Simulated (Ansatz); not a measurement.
Start from GaP in the zinc blende structure (space group F-43m, No. 216; a = 5.3914 Å).

All numbers come from plane-wave PAW DFT at the LDA level (Ansatz, a program for electronic structure, 420 eV), no SOC.

One change was made to it. Results:

| quantity | base | after |
|---|---|---|
| hole mass (degenerate bands, along [100]) | 0.11, 0.36, 0.36 mₑ (at Γ) | 0.10, 0.37, 0.37 mₑ (at Γ) |
| valley order (the lowest conduction-band minima on the path, energy above the VBM, named in the base's zone) | a point along ⟨100⟩, about 1.0 Å⁻¹ from Γ 1.38 eV; L along ⟨111⟩ 1.60 eV; Γ 1.88 eV | a point along ⟨100⟩, about 1.0 Å⁻¹ from Γ 1.42 eV; L along ⟨111⟩ 1.53 eV; Γ 1.69 eV |
| smallest direct gap | 1.88 eV | 1.69 eV |
| lattice parameter a | 5.391 Å | 5.433 Å |

Question: Which of these changes matches the shifts?
(A) pressure −1 GPa
(B) pressure −2 GPa
(C) pressure 0.9 GPa

Answer: B, pressure −2 GPa. For comparison, the valley order in the other runs: pressure 0.9 GPa gives a point along ⟨100⟩, about 1.0 Å⁻¹ from Γ 1.37 eV; L along ⟨111⟩ 1.63 eV; Γ 1.96 eV; pressure −1 GPa gives a point along ⟨100⟩, about 1.0 Å⁻¹ from Γ 1.40 eV; L along ⟨111⟩ 1.57 eV; Γ 1.79 eV.

Load acts through the strain it causes; cell and atoms are relaxed under it. Masses are band curvatures over ±0.01 Å⁻¹ around the edge. Stability against distortions was not tested.
